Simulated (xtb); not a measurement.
xtb 6.7.1, GFN1-xTB: Zn(SH)(k2OAc)(OH2)2 (CC1[O][Zn](<-[OH2])(<-[OH2])([SH])<-[O]=1), 16 atoms. The geometry is a generated start, not checked to be a minimum at this level.

```yaml
method: GFN1-xTB
"--acc": 1 (default)
"--etemp (K)": 300 (default)
detailed input (--input): "none: ANC optimiser, Lindh (1995) Hessian, microcycle=20, maxdispl=1.0, hlow=0.01 (default)"
basis_functions: 54
valence_electrons: 48
```

```xyz
16

Zn    -0.5412     0.4831     0.8560
S     -1.7767     1.0609     2.6480
H     -1.7134     2.3502     2.3709
C      2.4320    -1.5928    -0.5370
C      1.2695    -0.7887    -0.0053
O      1.3702     0.4567     0.0736
O      0.2229    -1.3721     0.3479
H      2.1128    -2.6059    -0.7591
H      2.8371    -1.1117    -1.4229
H      3.2083    -1.6152     0.2245
O     -2.2949    -0.3257    -0.4871
H     -2.0495    -1.2575    -0.5325
H     -3.0825    -0.2751     0.0636
O     -0.8033     2.2303    -0.5955
H     -1.2879     1.9397    -1.3734
H      0.0967     2.4237    -0.8717
```

Charge 0 and multiplicity 1 are set for this test and not shown to be the ground state.

The structure is relaxed from this start with --opt LEVEL for the levels crude, sloppy, loose, lax, normal, tight, vtight, extreme, once each. Up to the end of the extreme run atoms move by at most 1.3 Å along an axis.

Question: Choose the cheapest level whose final energy lies within 20 meV of that of extreme.

Answer: sloppy: 30 cycles against 152, ending 11 meV above.

```json
[
 {"level": "crude", "cycles": "13", "energy above the extreme run (meV)": "67", "gradient norm (eV/Å)": "0.49"},
 {"level": "sloppy", "cycles": "30", "energy above the extreme run (meV)": "11", "gradient norm (eV/Å)": "0.25"},
 {"level": "loose", "cycles": "33", "energy above the extreme run (meV)": "6.4", "gradient norm (eV/Å)": "0.19"},
 {"level": "lax", "cycles": "36", "energy above the extreme run (meV)": "4.8", "gradient norm (eV/Å)": "0.096"},
 {"level": "normal", "cycles": "42", "energy above the extreme run (meV)": "3.6", "gradient norm (eV/Å)": "0.045"},
 {"level": "tight", "cycles": "68", "energy above the extreme run (meV)": "2.3", "gradient norm (eV/Å)": "0.0066"},
 {"level": "vtight", "cycles": "96", "energy above the extreme run (meV)": "0.89", "gradient norm (eV/Å)": "0.0087"},
 {"level": "extreme", "cycles": "152", "energy above the extreme run (meV)": "—", "gradient norm (eV/Å)": "0.0022"}
]
```
